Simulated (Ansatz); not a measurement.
## A computed series for TiAl: pressure series

The reference is TiAl (space group P4/mmm, No. 123).

```
TiAl
1.0
    2.76751     0.00000     0.00000
    0.00000     2.76751     0.00000
    0.00000     0.00000     3.99551
Ti Al
1 1
Direct
  0.00000   0.00000   0.00000
  0.50000   0.50000   0.50000
```

Cell and atoms are relaxed at each pressure.

Calculations: LDA/PAW in Ansatz (a quantum-chemistry and plane-wave program), no spin-orbit coupling.

```tsv
P (GPa)	V (Å³/atom)
-2.00	15.552
-1.00	15.424
0.89	15.197
2.09	15.061
4.49	14.804
9.00	14.372
15.00	13.876
22.50	13.349
30.00	12.897
```

A third-order Birch–Murnaghan fit to these points gives V₀ = 15.30 Å³/atom, B₀ = 128 GPa and B₀′ = 3.7. At pressure 30 GPa the volume is 84.3 % of V₀.

Load acts through the strain it causes; cell and atoms are relaxed under it. Stability against distortions was not tested. Competing high-pressure phases were not computed. The final runs are not spin-polarised.
